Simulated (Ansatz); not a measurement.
Ta under a change: Ta → Re

The reference is Ta in the bcc (W type) structure (space group Im-3m, No. 229; a = 3.282 Å).

Now apply this change: every Ta is replaced by Re, then cell and atoms are relaxed.

Computed with PBEsol/PAW in Ansatz (a first-principles code), spin-orbit coupling left out, earlier PAW set. k-mesh 21×21×21 (Γ-centred); smearing 0.05 eV (Fermi–Dirac), for the changed cell.

The volume per atom decreases by 2.99 Å³, from 17.67 Å³ to 14.68 Å³ and the density goes up by 4.06 g/cm³ to 21.06 g/cm³. The space group stays Im-3m (No. 229) and the shortest interatomic distance falls by 0.170 Å, from 2.842 Å to 2.672 Å. The band gap remains zero.

Stability against distortions was not tested. For Re in this form, whether it has been made was not checked. The final runs are not spin-polarised. This is not the structure that Re has at room temperature and ambient pressure.
